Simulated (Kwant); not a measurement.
Model system: wire with a row of barriers in a Ge (holes) two-dimensional gas. Effective mass 0.06 mₑ, grid spacing 2.7 nm, hard walls, nominal width 80 nm (29 grid rows, so walls 81 nm apart), one parabolic valley, scattering region 270 nm long along x; energies count from the band bottom; Fermi energy swept from 0.0007834 to 0.0093028 eV. 2 barrier(s) across the wire, height 0.012 eV, thickness 8.1 nm (about 3 grid columns), spaced by 43.2 nm.

The device is made up for the run: typed textbook-type constants, with dimensions and the other settings drawn at random.

Model: effective-mass tight-binding model on a square grid, one spin, coherent transport at 0 K (Kwant). Conductance is in e²/h.

| E (meV) | A | B | C |
|---|---|---|---|
| 0.7834 | 0 | 0 | 0 |
| 1.266 | 0.00087 | 0 | 0.00025 |
| 1.748 | 0.0074 | 0.0014 | 0.0045 |
| 2.284 | 0.10 | 0.013 | 0.031 |
| 2.766 | 0.68 | 0.054 | 0.24 |
| 3.248 | 0.14 | 0.23 | 0.89 |
| 3.784 | 0.080 | 0.92 | 0.27 |
| 4.266 | 0.075 | 0.75 | 0.17 |
| 4.748 | 0.095 | 0.44 | 0.14 |
| 5.284 | 0.39 | 0.31 | 0.14 |
| 5.766 | 0.48 | 0.27 | 0.17 |
| 6.249 | 0.33 | 0.26 | 0.34 |
| 6.784 | 0.46 | 0.27 | 1.17 |
| 7.267 | 0.71 | 0.31 | 0.61 |
| 7.749 | 1.01 | 0.42 | 0.60 |
| 8.285 | 1.08 | 0.90 | 0.74 |
| 8.767 | 0.95 | 1.39 | 0.93 |
| 9.303 | 0.86 | 1.04 | 1.11 |

### Question
Column A is the base. The others each differ by one change: effective mass 0.06 → 0.036 mₑ; effective mass 0.06 → 0.048 mₑ. Which is which?

### Answer
B: effective mass 0.06 → 0.036 mₑ; C: effective mass 0.06 → 0.048 mₑ.
